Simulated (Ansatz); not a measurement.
The reference is GaSe in the beta-GaS type structure (space group P6_3/mmc, No. 194; layered, stacked along the Cartesian z axis).

```
CELL_PARAMETERS angstrom
      3.76943     0.00000     0.00000
     -1.88472     3.26442     0.00000
      0.00000     0.00000    15.96417
ATOMIC_POSITIONS crystal
  Ga 0.33333 0.66667 0.17347
  Ga 0.66667 0.33333 0.67347
  Ga 0.66667 0.33333 0.82653
  Ga 0.33333 0.66667 0.32653
  Se 0.33333 0.66667 0.59965
  Se 0.66667 0.33333 0.09965
  Se 0.66667 0.33333 0.40035
  Se 0.33333 0.66667 0.90035
```

Method: PBE-D3(BJ) (Ansatz, a quantum-chemistry and plane-wave program), scalar-relativistic without spin-orbit coupling, earlier PAW set.

One change was made to it. Results:

The band gap becomes zero (base: 0.87 eV); the lattice parameter a decreases by 0.6757 Å to 3.094 Å.

**Question.** Name the change that was made.
(A) pressure 18 GPa
(B) pressure 60 GPa
(C) pressure 4.2 GPa
(D) pressure 30 GPa

**Answer.** B, pressure 60 GPa. For comparison, the lattice parameter a in the other runs: pressure 4.2 GPa gives 3.679 Å; pressure 30 GPa gives 3.359 Å; pressure 18 GPa gives 3.481 Å.

The mesh was chosen for an insulator and is coarse for the gapless case. Load acts through the strain it causes; cell and atoms are relaxed under it. Whether these cells are dynamically stable was not tested. No other phases were tried under pressure. All final runs are without spin polarisation. The zero or small gap of GaSe under pressure 30 GPa and GaSe under pressure 18 GPa can change with the level of theory.
